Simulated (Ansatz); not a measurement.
A computed series for hypothetical Pm-3n Ge: pressure series

Start from Ge (space group Pm-3n, No. 223; a = 5.417 Å; a hypothetical phase, not in the database extracts checked).

Cell and atoms are relaxed at each pressure.

Computed with PBE/PAW in Ansatz (an electronic-structure program), spin-orbit coupling left out.

| P (GPa) | V (Å³/atom) |
|---|---|
| -2.01 | 20.580 |
| -1.01 | 20.210 |
| 0.30 | 19.774 |
| 0.70 | 19.652 |
| 1.49 | 19.419 |
| 3.00 | 19.012 |
| 5.00 | 18.532 |
| 7.51 | 18.005 |
| 10.01 | 17.548 |

Question: Fit a third-order Birch–Murnaghan equation of state.

Answer: Least squares on P(V) = (3B₀/2)[(V₀/V)^(7/3) − (V₀/V)^(5/3)]·[1 + (3/4)(B₀′ − 4)((V₀/V)^(2/3) − 1)] gives V₀ = 19.87 Å³/atom, B₀ = 62 GPa and B₀′ = 4.2.

Load acts through the strain it causes; cell and atoms are relaxed under it. Whether these cells are dynamically stable was not tested. Competing high-pressure phases were not computed.
